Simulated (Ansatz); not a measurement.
**PbSnS₂ (Pmc2₁, No. 26, 8 atoms in the cell; start mp-1218951)**

Method: PBEsol in Ansatz (PAW).

Run with plane-wave cutoff 520 eV, 8×8×4 k mesh (along the axes of the cell as run), Fermi–Dirac smearing 0.01 eV, scalar-relativistic PAW data made under PBE.

Cell (relaxed with PBE-D3(BJ)):

```cif
data_Pb2S4Sn2
_chemical_formula_sum 'Sn2 Pb2 S4'
_space_group_name_H-M_alt 'Pmc21'
_space_group_IT_number 26
_space_group_name_Hall 'P 2c -2'
_cell_length_a 4.08438
_cell_length_b 4.24528
_cell_length_c 11.40874
_cell_angle_alpha 90.000
_cell_angle_beta 90.000
_cell_angle_gamma 90.000
loop_
_atom_site_label
_atom_site_type_symbol
_atom_site_symmetry_multiplicity
_atom_site_Wyckoff_symbol
_atom_site_fract_x
_atom_site_fract_y
_atom_site_fract_z
_atom_site_occupancy
Sn1 Sn 2 b 0.50000 0.36941 0.37497 1
Pb1 Pb 2 a 0.00000 0.14562 0.61417 1
S1 S 2 a 0.00000 0.22253 0.85994 1
S2 S 2 b 0.50000 0.30244 0.15093 1
```

* **band gap**: 0.71 eV
* **smallest direct gap on the k points sampled**: 0.88 eV
* **Γ–Γ gap**: 1.58 eV

Note: cell and atoms aren't relaxed at this level (pressure -0.9 GPa).

Spin–orbit coupling is not included; with these elements it can move the gap by several tenths of an eV or more.

It cost around 2.6 core-minutes (rough) of CPU time.

A start named mp-… is a Materials Project structure, which need not be a measured phase.

Ansatz is a first-principles code.
